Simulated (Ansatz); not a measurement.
Base system: C (space group Ia-3, No. 206; a = 4.4487 Å; a hypothetical phase, not in the database extracts checked).

Now apply this change: hydrostatic tension (pressure −2 GPa).

Levels (all Ansatz, a quantum-chemistry and plane-wave program, PAW): PBEsol (420 eV, no spin-orbit coupling); HSE06 (420 eV, spin-orbit coupling left out).

The geometry is relaxed with PBEsol.

| Item | Value |
|---|---|
| PBEsol lowest conduction level above the VBM at special points | H 2.31 eV; N 3.92 eV; Γ 5.34 eV |

Question: What does HSE06 give at this geometry for the lowest conduction level above the VBM at special points?

Answer: The lowest conduction level above the VBM at special points changes from H 2.31 eV; N 3.92 eV; Γ 5.34 eV to H 3.50 eV; N 5.21 eV; Γ 6.76 eV.

Single points use the geometry relaxed with PBEsol. The hybrid gap comes from the SCF mesh plus the semilocal run's edge points and a few special points and is an upper bound. The levels and masses belong to the bands next to the band gap. Load acts through the strain it causes; cell and atoms are relaxed under it. Whether these cells are dynamically stable was not tested.
